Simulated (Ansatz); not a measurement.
Cells marked so need not be the phases stable at ambient conditions, and some may be hypothetical.

No gap correction and no spin-orbit coupling; mid-gap values are interpolated between computed energies.

A. HgTe (P3_121, not sure to be the ambient phase, 6 atoms a cell, 30.3 Å³ an atom), along the normal of (001)
B. ZnS (P3m1, not sure to be the ambient phase, 28 atoms a cell, 19.6 Å³ an atom), along the normal of (001)
C. AlN (Fm-3m, rock salt, not sure to be the ambient phase, 2 atoms a cell, 8.4 Å³ an atom, -6 GPa at this level), along the normal of (111)

**Question.** Rank these by mid-gap decay constant of the slowest evanescent state (lowest first), as r2SCAN (Ansatz, a quantum-chemistry and plane-wave program) gives it.

**Answer.** A (0.11 1/Å), B (0.17 1/Å), C (0.32 1/Å)
